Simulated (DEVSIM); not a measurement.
Device: GaN p-n junction from an implanted or diffused profile, at 400 K.

```
layer (left to right)  material  thickness (μm)  Nd (cm⁻³)  τn (s)  τp (s)
---------------------  --------  --------------  ---------  ------  ------
1                           GaN            4.40     1.1e16  1.3e-8  1.3e-8
```

Added acceptor profile: 1.5e18 cm⁻³ × exp(−(x − 0 μm)²/(2·(0.038 μm)²)). Left contact: ohmic. Right contact: ohmic. Voltage is applied to the left contact. Recombination: SRH at mid-gap, radiative, Auger. Mobility is μmin + (μ − μmin)/(1 + (N/Nref)^α).

Constants are typed, rounded textbook-type inputs, not results; the design itself was drawn at random and stands for no fabricated device. Values at 300 K; Nc and Nv go as T^1.5, mobilities as T to minus their exponent, the gap by Varshni's rule with the affinity fixed.

```csv
parameter,GaN
gap (eV),3.43
affinity (eV),4.1
permittivity,9.5
Nc (cm⁻³),2.3e18
Nv (cm⁻³),4.6e19
μn (cm²/Vs),1200
μp (cm²/Vs),100
"μn,min",55
"μp,min",3
"Nref,n",2e17
"Nref,p",3e17
αn,1
αp,2
T exponent of μn,1.5
T exponent of μp,2
B (cm³/s),1e-11
Cn (cm⁶/s),1e-30
Cp (cm⁶/s),1e-30
Varshni α (eV/K),0.00091
Varshni β (K),830
```

Model (solved in DEVSIM): 1D drift-diffusion, Boltzmann statistics, complete ionisation; no tunnelling, impact ionisation, image-force lowering or self-heating.

The minority lifetime in layer 1 was swept, all else fixed.

```csv
minority lifetime in layer 1 (s),dark forward voltage at 1 A/cm² (V)
3.9e-10,2.707
1.3e-9,?
3.9e-9,2.740
1.3e-8,2.755
3.9e-8,2.764
1.3e-7,2.769
3.9e-7,2.771
```

**Question.** Fill in the missing entries.

**Answer.** 
- 1.3e-9, dark forward voltage at 1 A/cm² (V): 2.725
